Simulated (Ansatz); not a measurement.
SiO2 (P4₁2₁2, No. 92), treated with dielectric-dependent PBE hybrid (plane waves, PAW; Ansatz, a first-principles code).

Input:

Ansatz 0.2 input:
```yaml
crystal:
  lattice:
    - [4.957, 0.0, 0.0]
    - [0.0, 4.957, 0.0]
    - [0.0, 0.0, 6.8903]
  atoms:
    - { symbol: Si, position: [0.3047, 0.3047, 0.0] }
    - { symbol: Si, position: [0.8047, 0.1953, 0.75] }
    - { symbol: Si, position: [0.1953, 0.8047, 0.25] }
    - { symbol: Si, position: [0.6953, 0.6953, 0.5] }
    - { symbol: O, position: [0.2381, 0.1109, 0.1826] }
    - { symbol: O, position: [0.7381, 0.3891, 0.5674] }
    - { symbol: O, position: [0.2619, 0.6109, 0.0674] }
    - { symbol: O, position: [0.7619, 0.8891, 0.6826] }
    - { symbol: O, position: [0.8891, 0.7619, 0.3174] }
    - { symbol: O, position: [0.3891, 0.7381, 0.4326] }
    - { symbol: O, position: [0.6109, 0.2619, 0.9326] }
    - { symbol: O, position: [0.1109, 0.2381, 0.8174] }
  host: atoms
basis:
  ecutwfc: 460
  ecutrho_ratio: 4
  xc_grid: 2
kpoints:
  mp_grid: { grid: [6, 6, 4] }
hamiltonian:
  xc:
    exchange: pbe
    correlation: pbe
    exx: { coeff: inverse_dielectric }
  dispersion: none
  pseudopotentials: { kind: paw }
scf:
  occupations: { method: fermi_dirac, width: 0.01 }
  convergence: { dr2_threshold: 0.0000000012 }
output:
  forces: true
  stress: true
  eigenvalues: true
```

Excerpt of the program's output:

```
WARN output.stress: scf.exx.energy_threshold = 1e-6 eV is looser than the 1.2e-7 eV advised for a stress under a hybrid functional (1e-8 eV for each atom of …
Crystal: 12 atoms, lattice volume = 169.307 Å³
Basis set: ecut = 460 eV, 3785 PW (Γ), exchange–correlation on 72×72×100 points (8 copies of the dense FFT grid, shifted against one another)
Bands: 44, of which v1, the nominal top of the filled ones, is band 32 counted from 1 (31 counted from 0)
Symmetry: 8 space group operations
Space group: P41212 (ITA 92), of the structure as read, at distance tolerance 5.5e-5 Å
k-points: 30 of 144 (time reversal used)
SCF iter   1: F=—  HF=-7096.266455 eV  |F-HF|=—  |Δ(HF+E_count)|=         —  Δρ=1.39e-3  dr2=8.62e-4
SCF iter   2: F=-7096.269635 eV  HF=-7096.268818 eV  |F-HF|=8.17e-4  |Δ(HF+E_count)|=   2.36e-3  Δρ=6.83e-4  dr2=1.88e-4
Crystal: 12 atoms, lattice volume = 169.307 Å³
Initial density: handed on by an earlier stage of this run
Functional: x = 0.5631231879739897 pbe(κ = 0.804, μ = 0.2195149727645171) + 0.43687681202601025 exact, c = pbe(β = 0.06672455060314922)
  ...
Crystal: 12 atoms, lattice volume = 169.307 Å³
Crystal: 12 atoms, lattice volume = 169.307 Å³
SCF iter   3: F=—  HF=-7101.568982 eV  |F-HF|=—  |Δ(HF+E_count)|=   8.42e-8  Δρ=1.35e-6  dr2=1.31e-9
SCF iter   4: F=-7101.568982 eV  HF=-7101.568982 eV  |F-HF|=9.09e-12  |Δ(HF+E_count)|=  4.87e-10  Δρ=1.51e-7  dr2=4.06e-11
SCF 4 converged in 4 iterations: F = -7101.568982 eV  dr2 = 4.06e-11
Free energy (F): -7101.568982 eV
Internal energy: -7101.568982 eV  (E = F + TS)
E sigma→0 (E₀):  -7101.568982 eV
Fermi energy:    3.597444 eV
--- Forces (eV/Å), atoms counted from 1 ---
  atom   1  Si    -0.30532482    -0.30532482     0.00000000
  atom   2  Si    -0.30532482     0.30532482     0.00000000
  atom   3  Si     0.30532482    -0.30532482    -0.00000000
  atom   4  Si     0.30532482     0.30532482     0.00000000
  atom   5  O      0.07258459     0.16128382    -0.39191855
  atom   6  O      0.07258459    -0.16128382     0.39191855
  atom   7  O     -0.07258459     0.16128382     0.39191855
  atom   8  O     -0.07258459    -0.16128382    -0.39191855
  atom   9  O     -0.16128382    -0.07258459     0.39191855
  atom  10  O     -0.16128382     0.07258459    -0.39191855
  atom  11  O      0.16128382    -0.07258459    -0.39191855
  atom  12  O      0.16128382     0.07258459     0.39191855
--- Stress (GPa, compression-positive) ---
       -1.440350       0.000000       0.000000
        0.000000      -1.440350       0.000000
        0.000000       0.000000      -3.539197
  P = ⅓ Tr σ = -2.1400 GPa (-21.400 kbar)
```

The PAW data were made under PBE.

Note: cell and atoms aren't relaxed at this level (largest force component 0.39 eV/Å, pressure -2.1 GPa).
